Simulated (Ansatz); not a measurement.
## Ge (P6₃/mmc, No. 194, 8 atoms in the cell; start mp-1091415; another form than the element's usual one)

Calculation: HSE06 (Ansatz, an electronic-structure program, PAW).

Numerical settings: plane-wave cutoff 460 eV, 6×6×2 k mesh (along the axes of the cell as run), Fermi–Dirac smearing 0.01 eV, scalar-relativistic PAW data made under PBE.

Cell (relaxed with PBEsol):

```
CELL_PARAMETERS angstrom
      4.00417     0.00000     0.00000
     -2.00208     3.46771     0.00000
      0.00000     0.00000    13.14484
ATOMIC_POSITIONS crystal
  Ge 0.00000 0.00000 0.40681
  Ge 0.00000 0.00000 0.59319
  Ge 0.00000 0.00000 0.90681
  Ge 0.00000 0.00000 0.09319
  Ge 0.33333 0.66667 0.34414
  Ge 0.66667 0.33333 0.65586
  Ge 0.66667 0.33333 0.84414
  Ge 0.33333 0.66667 0.15586
```

| Item | Value |
|---|---|
| band gap | 0.58 eV (on the SCF k mesh) (direct) |

Note: cell and atoms aren't relaxed at this level (largest force component 0.02 eV/Å, pressure 0.4 GPa).

Spin–orbit coupling is not included.

It cost about 2.9 core-minutes (a rough figure) of CPU time.

A start named mp-… is a Materials Project structure, which need not be a measured phase.
